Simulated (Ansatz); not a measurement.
The starting structures come from a database of crystals and need not be the phases stable at ambient conditions.

**Evanescent states of KYTe2 (R-3m, not sure to be the ambient phase, 4 atoms a cell, 35.7 Å³ an atom) along the normal of (110)**

Calculation: r2SCAN (plane waves, PAW; Ansatz, a program for electronic structure).

No gap correction and no spin-orbit coupling; mid-gap values are interpolated between computed energies.

Energies count from the valence-band top; κ is the least over a 4×4 mesh across the current.

```json
[
 {"E (eV)": "0.05", "κ (1/Å)": "0.047", "where": "Γ"},
 {"E (eV)": "0.15", "κ (1/Å)": "0.079", "where": "Γ"},
 {"E (eV)": "0.25", "κ (1/Å)": "0.100", "where": "Γ"},
 {"E (eV)": "0.35", "κ (1/Å)": "0.116", "where": "Γ"},
 {"E (eV)": "0.45", "κ (1/Å)": "?", "where": "Γ"},
 {"E (eV)": "0.55", "κ (1/Å)": "?", "where": "Γ"},
 {"E (eV)": "0.65", "κ (1/Å)": "?", "where": "Γ"},
 {"E (eV)": "0.75", "κ (1/Å)": "?", "where": "Γ"},
 {"E (eV)": "0.85", "κ (1/Å)": "?", "where": "Γ"},
 {"E (eV)": "0.95", "κ (1/Å)": "?", "where": "Γ"},
 {"E (eV)": "1.05", "κ (1/Å)": "?", "where": "Γ"},
 {"E (eV)": "1.15", "κ (1/Å)": "?", "where": "Γ"},
 {"E (eV)": "1.25", "κ (1/Å)": "?", "where": "Γ"},
 {"E (eV)": "1.35", "κ (1/Å)": "0.140", "where": "Γ"},
 {"E (eV)": "1.45", "κ (1/Å)": "0.121", "where": "Γ"},
 {"E (eV)": "1.55", "κ (1/Å)": "0.095", "where": "Γ"},
 {"E (eV)": "1.65", "κ (1/Å)": "0.050", "where": "Γ"}
]
```

Q: Complete the blanks.

A: 
- 0.45, κ (1/Å): 0.129
- 0.55, κ (1/Å): 0.139
- 0.65, κ (1/Å): 0.148
- 0.75, κ (1/Å): 0.155
- 0.85, κ (1/Å): 0.161
- 0.95, κ (1/Å): 0.166
- 1.05, κ (1/Å): 0.169
- 1.15, κ (1/Å): 0.166
- 1.25, κ (1/Å): 0.154
